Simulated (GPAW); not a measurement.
**GPAW run on FeCo (Pm-3m, 2 atoms in the cell): self-consistent single point**

Computed with PBE, GPAW PAW datasets PBE (gpaw-data 1.0.1) (plane waves; GPAW 25.7.0).

Input:

```python
from ase import Atoms
from ase.units import GPa
from gpaw import GPAW, PW

atoms = Atoms(['Fe', 'Co'],
              cell=[[2.786792, 0.000000, 0.000000],
                    [0.000000, 2.786792, 0.000000],
                    [0.000000, 0.000000, 2.786792]],
              scaled_positions=[[0.000000, 0.000000, 0.000000],
                                [0.500000, 0.500000, 0.500000]],
              pbc=True)

atoms.set_initial_magnetic_moments([4.0, 3.0])

calc = GPAW(spinpol=True,
            mode=PW(800),
            xc='PBE',
            kpts={'size': (16, 16, 16), 'gamma': True},
            occupations={'name': 'methfessel-paxton', 'width': 0.05, 'order': 0},
            nbands=-8,
            symmetry={'symmorphic': False, 'tolerance': 0.0005},
            maxiter=150)

atoms.calc = calc

energy = atoms.get_potential_energy()
print('Energy (eV):', round(energy, 6))
forces = atoms.get_forces()
print('Forces (eV/Ang):')
print(forces.round(5))
stress = atoms.get_stress()
print('Stress (GPa, Voigt):', (stress / GPa).round(4))
```

Output (repeated stretches shortened):

```
Input parameters:
  kpts: {gamma: True,
         size: (16, 16, 16)}
  maxiter: 150
  mode: {ecut: 800.0,
         name: pw}
  nbands: -8
  occupations: {name: methfessel-paxton,
                order: 0,
                width: 0.05}
  spinpol: True
  symmetry: {symmorphic: False,
             tolerance: 0.0005}
  xc: PBE

species:
  Fe:
    name: Iron
    Z: 26.0
    valence: 8
    core: 18
    charge: 0.0
    file: Fe.PBE.gz

    # Using partial waves for Fe as LCAO basis

  Co:
    name: Cobalt
    Z: 27.0
    valence: 9
    core: 18
    charge: 0.0
    file: Co.PBE.gz

    # Using partial waves for Co as LCAO basis

Reference energy: -72522.164506  # eV

Spin-polarized calculation.
Initial magnetic moment: 7.000000

Convergence criteria:
 Maximum [total energy] change in last 3 cyles: 0.0005 eV / valence electron
 Maximum integral of absolute [dens]ity change: 0.0001 electrons / valence electron
 Maximum integral of absolute [eigenst]ate change: 4e-08 eV^2 / valence electron
 Maximum number of scf [iter]ations: 150

Symmetries present (total): 48
Symmetries with fractional translations: 0
4096 k-points: 16 x 16 x 16 Monkhorst-Pack grid + [1/32,1/32,1/32]
165 k-points in the irreducible part of the Brillouin zone
       k-points in crystal coordinates                weights
   0:     0.00000000    0.00000000    0.00000000          1/4096
   1:     0.06250000    0.00000000    0.00000000          6/4096
   2:     0.06250000    0.06250000    0.00000000         12/4096
   [... 7 lines left out ...]
          ...
 164:     0.50000000    0.50000000    0.50000000          1/4096

Wave functions: Plane wave expansion
  Cutoff energy: 800.000 eV
  Number of coefficients (min, max): 1080, 1141
  Pulay-stress correction: 0.000000 eV/Ang^3 (de/decut=0.000000)

Occupation numbers: Methfessel-Paxton:
  width: 0.0500  # eV
  order: 0

Eigensolver

Densities:
  Coarse grid: 20*20*20 grid
  Fine grid: 40*40*40 grid
  Total Charge: 0.000000

Density mixing:
  Method: difference
  Backend: pulay
  Linear mixing parameter: 0.05
  old densities: 5
  Damping of long wavelength oscillations: 50

Hamiltonian:
  XC and Coulomb potentials evaluated on a 40*40*40 grid
  External potential:
    NoExternalPotential

XC parameters: PBE with 2 nearest neighbor stencil

Number of atoms: 2
Number of atomic orbitals: 18
Number of bands in calculation: 20
Number of valence electrons: 17
Bands to converge: occupied

Density initialized from atomic densities
  18 bands from LCAO basis set
  2 bands from random numbers

Atomic positions and initial magnetic moments

Positions:
   0 Fe     0.000000    0.000000    0.000000    ( 0.0000,  0.0000,  4.0000)
   1 Co     1.393396    1.393396    1.393396    ( 0.0000,  0.0000,  3.0000)

Unit cell:
           periodic     x           y           z      points  spacing
  1. axis:    yes    2.786792    0.000000    0.000000    20     0.1393
  2. axis:    yes    0.000000    2.786792    0.000000    20     0.1393
  3. axis:    yes    0.000000    0.000000    2.786792    20     0.1393

  Lengths:   2.786792   2.786792   2.786792
  Angles:   90.000000  90.000000  90.000000

Effective grid spacing dv^(1/3) = 0.1393

     iter     time        total  log10-change:  magmom
                         energy   eigst   dens
iter:   1 --:--:--   -16.886977                   +7.0116
iter:   2 --:--:--   -17.317664   -1.24  -1.48    +5.4994
iter:   3 --:--:--   -17.377978   -2.11  -1.52    +4.5784
iter:   4 --:--:--   -17.414352   -2.44  -1.73    +4.4849
iter:   5 --:--:--   -17.404331   -3.25  -1.77    +4.4881
iter:   6 --:--:--   -18.106345   -1.99  -1.85    +4.4774
iter:   7 --:--:--   -17.459283   -2.00  -1.47    +4.4689
iter:   8 --:--:--   -17.404051   -3.24  -2.08    +4.4621
iter:   9 --:--:--   -17.403270   -4.50  -2.74    +4.4537
iter:  10 --:--:--   -17.403424c  -5.20  -3.15    +4.4453
iter:  11 --:--:--   -17.404507c  -4.99  -3.13    +4.4369
iter:  12 --:--:--   -17.403393c  -4.61  -2.87    +4.4387
iter:  13 --:--:--   -17.403310c  -6.02  -3.43    +4.4390
iter:  14 --:--:--   -17.403205c  -6.68  -4.20c   +4.4410
iter:  15 --:--:--   -17.403958c  -5.08  -3.99    +4.4262
iter:  16 --:--:--   -17.404322c  -5.73  -3.10    +4.4233
iter:  17 --:--:--   -17.404376c  -5.79  -2.88    +4.4213
iter:  18 --:--:--   -17.404440c  -6.63  -2.79    +4.4229
iter:  19 --:--:--   -17.404305c  -7.17  -2.81    +4.4230
iter:  20 --:--:--   -17.404399c  -7.24  -2.82    +4.4232
iter:  21 --:--:--   -17.404366c  -7.98c -2.81    +4.4232
iter:  22 --:--:--   -17.404650c  -6.32  -2.81    +4.4232
iter:  23 --:--:--   -17.403488c  -4.62  -2.76    +4.4233
iter:  24 --:--:--   -17.403358c  -6.10  -3.49    +4.4234
iter:  25 --:--:--   -17.403356c  -7.81c -3.53    +4.4235
iter:  26 --:--:--   -17.403655c  -5.84  -3.57    +4.4272
iter:  27 --:--:--   -17.403687c  -5.00  -3.47    +4.4325
iter:  28 --:--:--   -17.403749c  -6.19  -3.70    +4.4301
iter:  29 --:--:--   -17.403715c  -6.18  -3.55    +4.4285
iter:  30 --:--:--   -17.403692c  -6.79  -3.65    +4.4290
iter:  31 --:--:--   -17.403670c  -6.93  -4.03c   +4.4281
iter:  32 --:--:--   -17.403735c  -6.31  -3.95    +4.4300
iter:  33 --:--:--   -17.403475c  -4.92  -3.50    +4.4415
iter:  34 --:--:--   -17.403895c  -5.20  -2.90    +4.4327
iter:  35 --:--:--   -17.403860c  -6.98  -3.12    +4.4342
iter:  36 --:--:--   -17.403816c  -7.55c -3.10    +4.4341
iter:  37 --:--:--   -17.403885c  -7.30  -3.15    +4.4345
iter:  38 --:--:--   -17.403817c  -7.20  -3.07    +4.4348
iter:  39 --:--:--   -17.405205c  -5.15  -3.11    +4.4344
iter:  40 --:--:--   -17.403676c  -5.04  -2.71    +4.4348
iter:  41 --:--:--   -17.404032c  -6.01  -3.31    +4.4347
iter:  42 --:--:--   -17.403586c  -5.37  -2.97    +4.4347
iter:  43 --:--:--   -17.403587c  -7.22  -4.63c   +4.4347
iter:  44 --:--:--   -17.403709c  -4.77  -4.68c   +4.4218
iter:  45 --:--:--   -17.403697c  -5.23  -3.01    +4.4295
iter:  46 --:--:--   -17.403716c  -6.10  -4.22c   +4.4311
iter:  47 --:--:--   -17.403746c  -7.00  -3.67    +4.4316
iter:  48 --:--:--   -17.403713c  -6.79  -3.44    +4.4302
iter:  49 --:--:--   -17.403710c  -6.28  -3.77    +4.4326
iter:  50 --:--:--   -17.403699c  -7.07  -3.51    +4.4316
iter:  51 --:--:--   -17.403694c  -6.11  -3.95    +4.4284
iter:  52 --:--:--   -17.403703c  -6.59  -3.71    +4.4304
iter:  53 --:--:--   -17.403704c  -8.37c -4.40c   +4.4301

Converged after 53 iterations.

Dipole moment: (-0.000000, -0.000000, -0.000000) |e|*Ang

Total magnetic moment: (0.000000, 0.000000, 4.430089)
Local magnetic moments:
   0 Fe ( 0.000000,  0.000000,  2.710054)
   1 Co ( 0.000000,  0.000000,  1.797119)

Energy contributions relative to reference atoms: (reference = -72522.164506)

Kinetic:        +25.054674
Potential:      -20.556760
External:        +0.000000
XC:             -21.937257
Entropy (-ST):   -0.001985
Local:           +0.036632
SIC:             +0.000000
--------------------------
Free energy:    -17.404697
Extrapolated:   -17.403704

Spin contamination: 0.117799 electrons
Showing only first 2 kpts
                      Up                     Down
 Kpt  Band  Eigenvalues  Occupancy  Eigenvalues  Occupancy
  0     6      9.32957    1.00000     12.11353    0.00000
  0     7      9.32957    1.00000     12.11353    0.00000
  0     8     10.54464    1.00000     12.93928    0.00000
  0     9     10.54464    1.00000     12.93928    0.00000

  1     6      9.29323    1.00000     12.06666    0.00000
  1     7      9.34402    1.00000     12.13141    0.00000
  1     8     10.47580    1.00000     12.84775    0.00000
  1     9     10.47580    1.00000     12.84775    0.00000

Fermi level: 11.31552

No gap
No difference between direct/indirect transitions
Energy (eV): -17.403704

Forces in eV/Ang:
  0 Fe   -0.00000   -0.00000   -0.00000
  1 Co   -0.00000    0.00000   -0.00000

Stress tensor:
    -0.095131     0.000000     0.000000
     0.000000    -0.095131     0.000000
     0.000000     0.000000    -0.095131
Stress (GPa, Voigt): [-15.2417 -15.2417 -15.2417   0.       0.       0.    ]
```

The run converged in 53 iterations. GPAW prints stress with tension positive.

The starting cell comes from a database of computed structures (which also holds hypothetical and non-ambient phases and stackings), without a prior relaxation at this level. Its lattice was rescaled by a random factor within 2.5 % of one. The magnetic order is the one reached from the typed start; others were not searched systematically. With a pressure of about 15 GPa the cell is away from its equilibrium volume at this level.

Cost on one core of a shared machine: roughly 5 min.
